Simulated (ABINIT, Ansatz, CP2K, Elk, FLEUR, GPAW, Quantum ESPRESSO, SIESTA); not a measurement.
**Code comparison for GaSb (F-43m, 2 atoms in the cell)**

Self-consistent single point, at a second geometry (lattice scaled by 0.98). First geometry:

```
GaSb
1.0
    0.00000     3.05000     3.05000
    3.05000     0.00000     3.05000
    3.05000     3.05000     0.00000
Ga Sb
1 1
Direct
  0.00000   0.00000   0.00000
  0.25000   0.25000   0.25000
```

Shared settings, as Ansatz (an electronic-structure program) writes them: kpoints.mp_grid.grid = 8 8 8; scf.occupations.method = fermi_dirac; scf.occupations.width = 0.01 eV. Potentials and cutoffs stand in the table.

```
code                                                                                                                                model  ΔF from the first geometry (meV/atom)  pressure (GPa)  gap on the mesh (eV)           cutoff
----------------  -----------------------------------------------------------------------------------------------------------------------  -------------------------------------  --------------  --------------------  ---------------
Ansatz                                                                                                             PBE, default PAW files                                   48.9            6.78                 0.540          default
CP2K                                                              PBE, GPW, DZVP-MOLOPT-SR-GTH basis, GTH-PBE potentials (GTH_POTENTIALS)                                   55.8            7.58                 0.566      grid 600 Ry
Quantum ESPRESSO                                                                                PBE, PSlibrary PAW (PBE) pseudopotentials                                   49.0            6.76                 0.558            70 Ry
ABINIT                                                           PBE, norm-conserving pseudopotentials (PseudoDojo nc-sr-05 PBE standard)                                   49.3            6.79                 0.536            80 Ry
FLEUR                                                                        PBE, all-electron FLAPW (FLEUR), scalar-relativistic valence                                   50.1               –                 0.544  Kmax 4.3 1/bohr
Elk                                                          PBE, all-electron FP-LAPW, Elk's shipped species files, default APW+lo basis                                   50.9               –                 0.529          default
SIESTA            GGA PBE, numerical atomic orbitals DZP, PseudoDojo PBE standard norm-conserving potentials (rewritten from UPF to PSML)                                   44.6            7.31                 0.579      grid 300 Ry
GPAW                                                                                         PBE, GPAW PAW datasets PBE (gpaw-data 1.0.1)                                   49.9            6.95                 0.601           600 eV
```

A dash marks a value that a program does not give, or that is left out as unsure.

Gaps are read on the mesh.

On Ansatz's run: spin-orbit coupling is off.

The spread over the programs that give each value: ΔF from the first geometry within 11.2 meV/atom; pressure within 0.82 GPa; gap on the mesh within 0.072 eV.

CP2K and SIESTA use small atom-centred bases, whose incompleteness enters pressures, forces and empty levels differently from a plane-wave cutoff. FLEUR and Elk treat all electrons, but the usual bases taken here (sphere radii, linearisation, local orbitals, empty states) were not tested for convergence, so the values are no reference for the others. Ansatz's pressure is given at a fixed set of plane waves, as the other plane-wave codes print theirs; with its correction for the finite basis it is 6.82 GPa.

The starting cell has typed, rounded lattice constants, without a prior relaxation at this level. For this run, on top of that: lattice scaled by 0.98.

Keys are those of Ansatz 0.2.
